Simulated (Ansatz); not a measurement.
Here is the system:

End structure of the (10-12) surface of hcp Y in its 1x1 cell, outermost plane spacing 1.41 Å in the ideal cut:

```
CELL_PARAMETERS angstrom
      3.65768     0.00000     0.00000
      0.00000     8.50597     0.00000
      0.00000     0.00000    26.00000
ATOMIC_POSITIONS crystal
  Y  0.00000 0.68553 0.31799
  Y  0.50000 0.00349 0.36493
  Y  0.50000 0.42625 0.39371
  Y  0.00000 0.73865 0.44585
  Y  0.00000 0.14840 0.47062
  Y  0.50000 0.46476 0.52938
  Y  0.50000 0.87451 0.55415
  Y  0.00000 0.18691 0.60629
  Y  0.00000 0.60967 0.63507
  Y  0.50000 0.92763 0.68201
```

Set-up: 10 atoms, 9.9 Å thick at the start (thin: gaps and levels are the slab's own); mesh 10x5x1; 0.1 eV smearing; dipole correction on; single point; on the structure that PBE left under its start's symmetry; no spin, no spin-orbit, no U.

Q: What is the computed work function of the top face (r2SCAN, at the PBE geometry (Ansatz, a program for electronic structure))?

A: 3.11 eV

Q: Estimate the surface energy (mean of both faces) that r2SCAN, at the PBE geometry returns for this input.

A: 1.16 J/m^2
